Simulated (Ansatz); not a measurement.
1T (CdI2-type) CaI₂ was calculated with r²SCAN+rVV10 in Ansatz (PAW).

Rigid layers of the crystal as relaxed at this level are moved apart or together:

```tsv
run	k mesh	layer repeat (Å)	energy against free layers (meV/Å²)	gap on the mesh (eV)
1	12×12×6	6.66	-8.95	3.617
2	12×12×6	6.81	-9.95	3.761
3	12×12×6	6.96	-10.26	3.892
4	12×12×6	7.16	-9.98	4.045
5	12×12×6	7.46	-8.80	4.229
6	12×12×4	7.96	-6.41	4.285
7	12×12×4	8.96	-3.14	4.305
8	12×12×4	10.96	-1.03	4.314
```

The lowest energy of these points lies at a layer repeat of 6.96 Å.

Spin–orbit coupling is not included.

Ansatz is an electronic-structure program.
